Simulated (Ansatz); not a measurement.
Results of BLYP in Ansatz (PAW) for TiAl₃ (I4/mmm, No. 139).

Settings: plane-wave cutoff 520 eV, 20×20×20 k mesh, Fermi–Dirac smearing 0.05 eV, no spin polarisation, scalar-relativistic PAW data made under PBE.

Shape and atoms are relaxed at each volume.

Pressure at four volumes; x = ln(V/16.437 Å³). One pressure is withheld.

```
V (Å³/atom)        x  P (GPa)
-----------  -------  -------
15.780       -0.0408     4.11
16.437        0.0000     0.00
16.766        0.0198    -1.75
17.095        0.0393        ?
```

Question: Pass a parabola P(x) through the three rows shown, estimate the bulk modulus and its pressure derivative near zero pressure, and predict the withheld pressure.

Answer: Slopes between the rows: (0.00 − (4.11))/(0.0000 − (-0.0408)) = -100.74 and (-1.75 − (0.00))/(0.0198 − (0.0000)) = -88.38 GPa. Their difference over the span 0.0606 is c = 12.36/0.0606 = 204.0 GPa, so P(x) = 4.11 + (-100.74)(x − (-0.0408)) + 204.0 (x − (-0.0408))(x − (0.0000)). At the middle row B = −dP/dx = −[-100.74 + 204.0 × 0.0408] = 92.4 GPa, and B′ = dB/dP = 2c/B = 4.4. At x = 0.0393 the parabola gives -3.32 GPa; the run gives -3.32 GPa. The Birch–Murnaghan fit to the energies at all volumes has B0 = 92.2 GPa and B′ = 4.4.

Note: the bulk modulus comes from volumes at which shape and atoms were relaxed.

Ansatz is a program for electronic structure.
